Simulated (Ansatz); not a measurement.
Band structure of Nb2CuSe4 (P3m1, 7 atoms in the cell).

```yaml
crystal:
  lattice:
    - [3.56073, 0.00000, 0.00000]
    - [-1.78036, 3.08368, 0.00000]
    - [0.00000, 0.00000, 13.99414]
  atoms:
    - { symbol: Nb, position: [0.00000, 0.00000, 0.25372] }
    - { symbol: Nb, position: [0.66667, 0.33333, 0.74894] }
    - { symbol: Cu, position: [0.00000, 0.00000, 0.03658] }
    - { symbol: Se, position: [0.00000, 0.00000, 0.63212] }
    - { symbol: Se, position: [0.66667, 0.33333, 0.37168] }
    - { symbol: Se, position: [0.66667, 0.33333, 0.13232] }
    - { symbol: Se, position: [0.00000, 0.00000, 0.86864] }
```

Method: LDA (PW92), PAW files made with PBE (plane waves; Ansatz, a first-principles code).

Settings: kpoints.mp_grid.grid = 5 5 2; hamiltonian.xc = lda; hamiltonian.pseudopotentials = {kind: paw} (the program's default PAW files); scf.occupations.method = gaussian; scf.occupations.width = 0.2 eV; kpoints.band_path.npoints = 8.

The starting cell comes from a database of computed structures (which also holds hypothetical and non-ambient phases and stackings), without a prior relaxation at this level. Its lattice was rescaled by a random factor within 2.5 % of one. Spin polarisation is off; with an odd number of electrons in the cell that forces a metal, and a magnetic state may lie lower.

Levels in eV from the Fermi level, bands 51 to 58:
```tsv
point	51	52	53	54	55	56	57	58
Γ	-1.07	-1.07	-0.84	0.04	0.86	2.06	2.06	2.36
M	-1.67	-1.42	-0.94	-0.52	-0.36	1.99	2.06	2.14
K	-2.07	-1.79	-1.44	0.06	0.37	1.41	1.50	1.85
A	-1.31	-1.08	-1.08	0.58	0.67	2.06	2.06	2.36
L	-1.68	-1.37	-0.97	-0.49	-0.37	2.02	2.06	2.13
H	-2.07	-1.85	-1.48	0.07	0.34	1.41	1.50	1.97
```

Bands cross the Fermi level along this path, so the cell is metallic at this level.

Keys are those of Ansatz 0.2.
